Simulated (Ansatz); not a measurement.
## Carrier doping in BeS

Consider BeS in the zinc blende structure (space group F-43m, No. 216; a = 4.869 Å).

Carriers are added at fixed cell with a uniform background; the Fermi–Dirac width is that of 300 K.

Computed with plane-wave PAW DFT at the r2SCAN level (Ansatz, a quantum-chemistry and plane-wave program, 500 eV), no spin-orbit coupling.

Notes on the quantities. Fermi level from band edge: Fermi level relative to the doped band's edge (positive inside the band; to 0.05 eV).

```tsv
electron density (10^21 cm⁻³)	Fermi level from band edge (eV)
0.5	0.25
0.7	0.30
1.5	?
20	2.05
```

Question: Fit E_F = C n^s, fitted as a line in log–log form (a parabolic band gives s = 2/3) to the rows shown and predict the withheld row.

Answer: Least squares on the printed values gives C = 0.37 eV, s = 0.57 (largest residual 0.00 eV); this predicts 0.47 eV, and the run gives 0.50 eV, in agreement.

Carriers are added with a uniform compensating background; total energy and stress of such cells depend on the potential's zero and are not compared; many-body gap narrowing is missing at this level. Stability against distortions was not tested.
